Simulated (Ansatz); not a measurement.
For YPt3 (model structure, started from the D022 type, I4/mmm, No. 139, 4 atoms in the cell), LDA (plane waves, PAW; Ansatz, a quantum-chemistry and plane-wave program) gives:

- lattice constant a = 4.017 Å
- c axis length = 8.266 Å
- bulk modulus = 200 GPa
- cohesive energy = 7.42 eV/atom

Q: What does r²SCAN (plane waves, PAW; Ansatz) give for the same quantities?

A: 
- lattice constant a: 4.072 Å (rises by 1.4 %)
- lattice parameter c: 8.452 Å (grows by 2.3 %)
- bulk modulus: 175 GPa (decreases by 12 %)
- cohesive energy: 6.19 eV/atom (decreases by 1.23 eV/atom)

Changes are worked out from the printed values.

Unless a cell is named, each level is at its own relaxed cell (LDA 16.68, r²SCAN 17.52 Å³/atom).

Levels without +SOC leave out spin–orbit coupling, which shifts energies and cells of such heavy elements.

The crystal itself was run without spin with LDA, r²SCAN; a magnetic state was not tried in these runs.

Caveats: the bulk modulus is −V dP/dV from two relaxed cells at ±2 % in volume (LDA, r²SCAN). Ansatz's density-functional and Hartree–Fock values are scalar-relativistic unless marked +SOC, with PAW data made under PBE.

A model structure was made by putting elements into a prototype or built by hand; it is no filed structure, need not be a known phase, and can be a saddle point held by its symmetry.
